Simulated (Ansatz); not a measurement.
Defect: interstitial Na in wurtzite AlN, charge state +1. The step: one Na atom jumps by itself; the atom moves 2.30 Å along (0.73, 0.73, 0.00) of the unit cell; the moving atom starts with neighbours Al at 2.36, 2 Al at 2.41, 2 Al at 2.48; N at 2.12, 4 N at 2.29, N at 2.73 Å and ends with Al at 2.36, 2 Al at 2.41, 2 Al at 2.48; N at 2.12, 4 N at 2.29, N at 2.73 Å. DFT values are from Ansatz (plane-wave PAW, 420 eV unless said) in a cell of 72 host sites, spin-restricted, static, with no finite-size correction. The charge state is imposed; whether it is stable for some Fermi level was not computed. Sites that were not tried may lie lower. The start lies 0.14 eV above the lowest site run (PBE). The order of the sites in energy changes with the mesh. For the PBE band: the saddle point's order was not checked, and it lies on a symmetry element of the cell, where a band can be held.

```csv
Level,Forward barrier (eV),Cost of the band or of the saddle's single point
"CHGNet universal potential (has no charge state), its own band",0.53,-
"PBE, the Γ point alone, band relaxed",0.67,around 6 core-minutes (rough)
"PBE, a 2×2×2 k-point mesh shifted by half a step along c, same geometries",0.71,very roughly 70 core-seconds
"r2SCAN at 500 eV, the Γ point alone, same geometries",(withheld),roughly 40 core-seconds
```

Question: What belongs in the gaps?

Answer: 
- r2SCAN at 500 eV, the Γ point alone, same geometries, Forward barrier (eV): 0.79

Ansatz is a quantum-chemistry and plane-wave program.
